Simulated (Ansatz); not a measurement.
The parent structure is LiNbO₃ (space group R3c, No. 161).

```
LiNbO3
1.0
    2.56733     1.48225     4.60804
   -2.56733     1.48225     4.60804
    0.00000    -2.96450     4.60804
Li Nb O
2 2 6
Direct
  0.28078   0.28078   0.28078
  0.78078   0.78078   0.78078
  0.99839   0.99839   0.99839
  0.49839   0.49839   0.49839
  0.10932   0.35998   0.71863
  0.71863   0.10932   0.35998
  0.35998   0.71863   0.10932
  0.21863   0.85998   0.60932
  0.85998   0.60932   0.21863
  0.60932   0.21863   0.85998
```

Cartesian axes are those of the cell as printed.

Computed with Kohn–Sham DFT with the PBEsol functional, run in Ansatz (a first-principles code) with PAW and 420 eV plane waves, no spin-orbit coupling.

Perturbation: compressive biaxial strain of 1.50 % in the plane normal to [001], as in epitaxy on a mismatched substrate; the out-of-plane cell vector and the atoms relax.

Q: Estimate the effect on the energy relative to the base.

A: The energy increases by 3.3 meV/atom.

Q: How does this affect the out-of-plane strain?

A: The out-of-plane strain amounts to +0.92 %.

Whether these cells are dynamically stable was not tested.
